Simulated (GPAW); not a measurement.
Band structure of Cu₂O (Pn-3m, 6 atoms in the cell).

```
CELL_PARAMETERS angstrom
      4.20083     0.00000     0.00000
      0.00000     4.20083     0.00000
      0.00000     0.00000     4.20083
ATOMIC_POSITIONS crystal
  Cu 0.75000 0.25000 0.75000
  Cu 0.25000 0.75000 0.75000
  Cu 0.75000 0.75000 0.25000
  Cu 0.25000 0.25000 0.25000
  O  0.00000 0.00000 0.00000
  O  0.50000 0.50000 0.50000
```

Method of the run: PBE, GPAW PAW datasets PBE (gpaw-data 1.0.1) (plane waves; GPAW).

Settings: mode = pw; ecut = 950 eV; xc = PBE; kpts = 7 7 7; mesh shift (steps) = 0 0 0; occupations.name = fermi-dirac; occupations.width = 0.01 eV; nbands = -4; convergence.forces = 0.001 eV/Å; convergence.bands = -2; symmetry.symmorphic = false; symmetry.tolerance = 0.0005; maxiter = 100; bandpath_npoints = 40.

The starting cell has typed, rounded lattice constants, without a prior relaxation at this level. Its lattice was rescaled by a random factor within 2.5 % of one.

**Question.** Predict the gap along the standard path and the places of the band edges.

**Answer.** The gap along the path is 0.64 eV, direct at Γ to within 0.01 eV.

Levels in eV from the top of the valence band on the SCF mesh, bands 25 to 32:
```tsv
point	25	26	27	28	29	30	31	32
Γ	-1.68	0.00	0.00	0.00	0.64	1.08	1.08	8.20
X	-1.28	-1.28	-0.42	-0.42	2.37	2.37	4.22	4.22
M	-1.30	-1.30	-0.70	-0.70	1.94	1.94	3.94	3.94
R	-1.02	-0.61	-0.61	-0.61	2.39	2.39	2.39	5.04
```
